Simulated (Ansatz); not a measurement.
Data:

```
CELL_PARAMETERS angstrom
      0.00000     2.86844     2.86844
      2.86844     0.00000     2.86844
      2.86844     2.86844     0.00000
ATOMIC_POSITIONS crystal
  Cd 0.00000 0.00000 0.00000
  S  0.25000 0.25000 0.25000
```

No spin polarisation.

All numbers come from PBEsol (Ansatz, a quantum-chemistry and plane-wave program; PAW; 420 eV plane waves; no spin-orbit coupling). Settings: 10×10×10 k-points, 0.05 eV Fermi–Dirac smearing.

### Question
Predict the width of the top valence band, pressure and electron mass.

### Answer
```json
{
 "width_of_the_top_valence_band": "2.41 eV",
 "pressure": "3.10 GPa",
 "electron_mass": "0.12 mₑ (at Γ)"
}
```

The levels and masses belong to the bands next to the band gap. The cells carry an imposed strain or load. Effective masses come from finite differences of ±0.01 Å⁻¹. Whether these cells are dynamically stable was not tested. The cell was made from CdS in the zinc blende structure (space group F-43m, No. 216) by this change: isotropic strain −1.50 %.
